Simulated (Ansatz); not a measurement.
**Predicting a run: wurtzite AlN (P6_3mc), hydrostatic pressure (both signs)**

Cell and atoms relaxed with PBEsol to each stress σ (compression positive); gaps by PBEsol with spin-orbit coupling, rigid bands (plane waves, PAW; Ansatz, a program for electronic structure). Unloaded cell: a = 3.1138 Å, b = 3.1138 Å, c = 4.9837 Å, α = 90.00°, β = 90.00°, γ = 120.00°.

```
σ (GPa)  ln(V/V₀) (%)  gap (eV)
-------  ------------  --------
0                   0     4.095
-2.00            1.02     4.013
5.00            -2.38     4.292
10.00           -4.58     4.473
```

Q: Fit E_g = 4.095 eV + aσ + bσ² and ε = cσ + dσ² to the loaded rows by least squares.

A: a = 0.0407 eV/GPa, b = -2.92e-04 eV/GPa²; c = -0.498 %/GPa, d = 0.00399 %/GPa².

Q: One run was withheld, at σ = 2.00 GPa. Predict its gap and its ln(V/V₀), then set them beside the run.

A: E_g = 4.095 + (0.0407)(2.00) + (-2.92e-04)(2.00)² = 4.175 eV and ε = (-0.498)(2.00) + (0.00399)(2.00)² = -0.98 %. The run gave 4.175 eV and -0.98 %, misses of 0.000 eV and 0.00 percentage points.

Gaps are resolved to about 0.01 eV; third decimals are kept for the arithmetic. Every relaxation keeps the wurtzite phase (space group P6_3mc under this load), so a transition, a distortion that breaks the symmetry or fracture can't show.
